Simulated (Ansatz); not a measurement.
**A constructed model of the (0001) surface of hcp Ru, (√3x√3)R30° surface alloy, Pd on one Ru site of the top plane (bottom of the slab: a bare face, its two planes held)**

The numbers are results of PBE (plane waves to 420 eV, PAW; Ansatz, a program for electronic structure), not measurements.

Slab: 18 atoms, 10.7 Å thick at the start with caps and adatoms (thin: gaps and levels are the slab's own); k 9x9x1, smearing 0.1 eV, dipole-corrected; 6 atoms held, the rest relaxed; start symmetry kept, larger cells not searched; no spin, no spin-orbit, no U. It is one candidate, not shown to be the stable structure of the face.

The work function of the top face is 5.01 eV, the energy released by relaxation is 0.13 eV and the cost is very roughly 2.4 core-minutes.
